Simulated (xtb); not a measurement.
xtb 6.7.1, GFN2-xTB: PGMEA anion (COCC(C)OC(C)=O), charge -1, multiplicity 2, 21 atoms. The geometry is a generated start, not checked to be a minimum at this level.

| Item | Result |
|---|---|
| method | GFN2-xTB |
| --acc | 1 (default) |
| --etemp (K) | 300 (default) |
| detailed input (--input) | none: ANC optimiser, Lindh (1995) Hessian, microcycle=20, maxdispl=1.0, hlow=0.01 (default) |
| basis functions | 48 |
| valence electrons | 55 |

```xyz
21

C      3.1507     1.0754     0.2170
O      2.1905     0.0890     0.4919
C      0.9421     0.3723    -0.0874
C     -0.0517    -0.7212     0.3215
C      0.4001    -2.0952    -0.1423
O     -1.3246    -0.4541    -0.2765
C     -2.1097     0.4574     0.3069
C     -3.4144     0.5893    -0.4356
O     -1.8080     1.0781     1.2915
H      2.8405     2.0528     0.6076
H      3.3272     1.1695    -0.8624
H      4.0692     0.7623     0.7087
H      1.0221     0.4011    -1.1868
H      0.5686     1.3482     0.2587
H     -0.1617    -0.6945     1.4129
H     -0.3294    -2.8472     0.1454
H      0.5048    -2.1035    -1.2246
H      1.3591    -2.3218     0.3132
H     -3.2176     0.8884    -1.4619
H     -4.0406     1.3281     0.0553
H     -3.9175    -0.3743    -0.4531
```

Charge -1 and multiplicity 2 are set for this test and not shown to be the ground state. GFN-xTB has no spin term: --uhf 1 sets the occupations alone.

The structure is relaxed from this start with --opt LEVEL for the levels crude, sloppy, loose, lax, normal, tight, vtight, extreme, once each. Up to the end of the extreme run atoms move by at most 0.73 Å along an axis.

Task: What is the loosest level that ends within 20 meV of the extreme run, and how many cycles does it take?

Result: loose: 24 cycles against 68, ending 13 meV above.

| level | cycles | energy above the extreme run (meV) | gradient norm (eV/Å) |
|---|---|---|---|
| crude | 6 | 170 | 0.27 |
| sloppy | 7 | 170 | 0.21 |
| loose | 24 | 13 | 0.14 |
| lax | 34 | 2.8 | 0.092 |
| normal | 43 | 0.47 | 0.032 |
| tight | 49 | 0.13 | 0.0087 |
| vtight | 66 | under 0.01 | 0.0011 |
| extreme | 68 | — | 0.00085 |
